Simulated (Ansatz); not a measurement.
```yaml
crystal:
  lattice:
    - [0.00000, 2.85269, 2.85269]
    - [2.85269, 0.00000, 2.85269]
    - [2.85269, 2.85269, 0.00000]
  atoms:
    - { symbol: Li, position: [0.75000, 0.75000, 0.75000] }
    - { symbol: Li, position: [0.25000, 0.25000, 0.25000] }
    - { symbol: S, position: [0.00000, 0.00000, 0.00000] }
```

Dynamical quadrupoles are not included in the interpolation of the phonons between the solved wave vectors.

### Question
By how much do the lattice constants and the volume change from 300 K to 725 K (quasi-harmonic lattice dynamics, PBE in Ansatz, an electronic-structure program), and how far does the bulk modulus soften?

### Answer
a by 1.47 %, the volume by 4.47 %; B_T goes from 36.0 to 28.5 GPa. No phase change or melting is allowed for: the numbers belong to this structure as given.
